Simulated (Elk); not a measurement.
**Worked example: self-consistent single point of Na (Im-3m, 1 atom in the cell) in Elk**

Method: Elk with PBE, all-electron FP-LAPW, Elk's shipped species files, default APW+lo basis.

Input:

```
tasks
  0

xctype
  20

rgkmax
  7.0

stype
  3

swidth
  0.00367493

scale
  1.889726125

avec
   -2.1406500000    2.1406500000    2.1406500000
    2.1406500000   -2.1406500000    2.1406500000
    2.1406500000    2.1406500000   -2.1406500000

sppath
  './'

atoms
  1   : nspecies
  'Na.in'   : spfname
  1   : natoms; atposl, bfcmt below
  0.0000000000  0.0000000000  0.0000000000    0.0 0.0 0.0

ngridk
  11 11 11
```

Log, with long lists cut:

```
│ Elk code version 10.2.4 │

All units are atomic (Hartree, Bohr, etc.)

│ Ground-state run starting from atomic densities │

Lattice vectors :
  -4.045242229       4.045242229       4.045242229
   4.045242229      -4.045242229       4.045242229
   4.045242229       4.045242229      -4.045242229

Unit cell volume      :    264.7851277
Brillouin zone volume :   0.9367981335

Muffin-tin inner radius fraction :   0.1000000000E-01

Nuclei treated as point charges

Species :    1 (Na)
 parameters loaded from : Na.in
 name : sodium
 nuclear charge    :   -11.00000000
 electronic charge :    11.00000000
 atomic mass :    41907.78700
 muffin-tin radius :    2.200000000
 number of radial points in muffin-tin :    397
 atomic positions (lattice), magnetic fields (Cartesian) :
   1 :   0.00000000  0.00000000  0.00000000    0.00000000  0.00000000  0.00000000

Total number of atoms per unit cell :    1

Spin treatment :
 spin-unpolarised

Number of Bravais lattice symmetries :   48
Number of crystal symmetries         :   48
Crystal has inversion symmetry
Real symmetric eigensolver will be used

k-point grid :     11    11    11
k-point offset :    0.000000000       0.000000000       0.000000000
k-point set is reduced with full crystal symmetry group
Total number of k-points :       56

Muffin-tin radius times maximum |G+k| :    7.000000000
 using average radius
Maximum |G+k| for APW functions       :    3.181818182
Maximum (1/2)|G+k|²                   :    5.061983471
Maximum |G| for potential and density :    12.00000000
 potential will be trimmed for |G| > 2 gkmax
Constant for pseudocharge density :    7
Radial integration step length :    4

G-vector grid sizes :     27    27    27
Number of G-vectors :     7803

Maximum angular momentum used for
 APW functions                      :    8
 outer part of muffin-tin           :    6
 inner part of muffin-tin           :    1

Total nuclear charge    :   -11.00000000
Total core charge       :    2.000000000
Total valence charge    :    9.000000000
Total excess charge     :    0.000000000
Total electronic charge :    11.00000000

Effective Wigner radius, rₛ :    1.791172576

Number of empty states         :    4
Total number of valence states :    9
Total number of core states    :    2

Total number of local-orbitals :    8

Exchange-correlation functional :     20     0     0
 Perdew-Burke-Ernzerhof, Phys. Rev. Lett. 77, 3865 (1996)
 gradient requirement :    1
 generalised gradient approximation (GGA)

Smearing type :    3
 Fermi-Dirac
Smearing width :   0.3674930000E-02
Effective electronic temperature (K) :    1160.451112

Mixing type :    3
 Broyden mixing, J. Phys. A: Math. Gen. 17, L317 (1984)

Kohn-Sham potential initialised from atomic data

│ Self-consistent loop started │
│ Loop number : 1 │
 total energy                :     -162.622483940
│ Loop number : 2 │
 total energy                :     -162.620495663
RMS change in Kohn-Sham potential (target) :    1.071820192     (  0.1000000000E-05)
Absolute change in total energy (target)   :   0.1988276682E-02 (  0.1000000000E-03)
│ Loop number : 3 │
 total energy                :     -162.542690687
RMS change in Kohn-Sham potential (target) :   0.5728377065     (  0.1000000000E-05)
Absolute change in total energy (target)   :   0.7830204574E-01 (  0.1000000000E-03)
│ Loop number : 4 │
 total energy                :     -162.495391296
RMS change in Kohn-Sham potential (target) :   0.2273684503     (  0.1000000000E-05)
Absolute change in total energy (target)   :   0.6687490207E-01 (  0.1000000000E-03)
│ Loop number : 5 │
 total energy                :     -162.475609264
RMS change in Kohn-Sham potential (target) :   0.7507074624E-01 (  0.1000000000E-05)
Absolute change in total energy (target)   :   0.3650075754E-01 (  0.1000000000E-03)
│ Loop number : 6 │
 total energy                :     -162.468359295
RMS change in Kohn-Sham potential (target) :   0.2000033530E-01 (  0.1000000000E-05)
Absolute change in total energy (target)   :   0.1637515834E-01 (  0.1000000000E-03)
│ Loop number : 7 │
 total energy                :     -162.465533462
RMS change in Kohn-Sham potential (target) :   0.1942904766E-02 (  0.1000000000E-05)
Absolute change in total energy (target)   :   0.6919622730E-02 (  0.1000000000E-03)
│ Loop number : 8 │
 total energy                :     -162.465317930
RMS change in Kohn-Sham potential (target) :   0.5567988738E-03 (  0.1000000000E-05)
Absolute change in total energy (target)   :   0.1945438204E-02 (  0.1000000000E-03)
│ Loop number : 9 │
 total energy                :     -162.465231534
RMS change in Kohn-Sham potential (target) :   0.1650118442E-04 (  0.1000000000E-05)
Absolute change in total energy (target)   :   0.5727550617E-03 (  0.1000000000E-03)
│ Loop number : 10 │
 total energy                :     -162.465229285
RMS change in Kohn-Sham potential (target) :   0.7020664756E-05 (  0.1000000000E-05)
Absolute change in total energy (target)   :   0.1454382481E-03 (  0.1000000000E-03)
│ Loop number : 11 │
 total energy                :     -162.465229707
RMS change in Kohn-Sham potential (target) :   0.6179138573E-06 (  0.1000000000E-05)
Absolute change in total energy (target)   :   0.3593697321E-04 (  0.1000000000E-03)
Convergence targets achieved

│ Loop number : 12 │

Energies :
 Fermi                       :     0.706809627192E-02
 sum of eigenvalues          :     -85.1178304685
 electron kinetic            :      162.483721114
 core electron kinetic       :      112.823890608
 Coulomb                     :     -310.568267248
 Coulomb potential           :     -229.090844832
 nuclear-nuclear             :     -24.6736116802
 electron-nuclear            :     -342.698466302
 Hartree                     :      56.8038107351
 Madelung                    :     -196.022844831
 xc potential                :     -18.5107067502
 exchange                    :     -13.9934213529
 correlation                 :    -0.386731913065
 electron entropic           :    -0.531011419561E-03
 total energy                :     -162.465230411

Density of states at Fermi energy :    11.49377708
 (states/Hartree/unit cell)

Estimated indirect band gap :   0.4832199282E-02
 from k-point     32 to k-point     37
Estimated direct band gap   :   0.1068744561
 at k-point     32

Charges :
 core                        :    2.000000000
 valence                     :    9.000000000
 interstitial                :   0.9634548664
 muffin-tins (core leakage)
  species :    1 (Na)
   atom    1                 :    10.03654513     (  0.8881784197E-15)
 total in muffin-tins        :    10.03654513
 total calculated charge     :    10.99962920
 total charge                :    11.00000000
 error                       :   0.3708038033E-03

│ Self-consistent loop stopped │
```

The run converged in 12 iterations. The count includes the last loop, which Elk runs after its targets are met.

The starting cell has typed, rounded lattice constants, without a prior relaxation at this level. Its lattice was rescaled by up to half a per cent. Values depend on the basis (sphere radii, cutoffs, local orbitals), which need not be converged. The log's line on a gap gives a spacing of levels on this mesh, which the program prints for metals too.
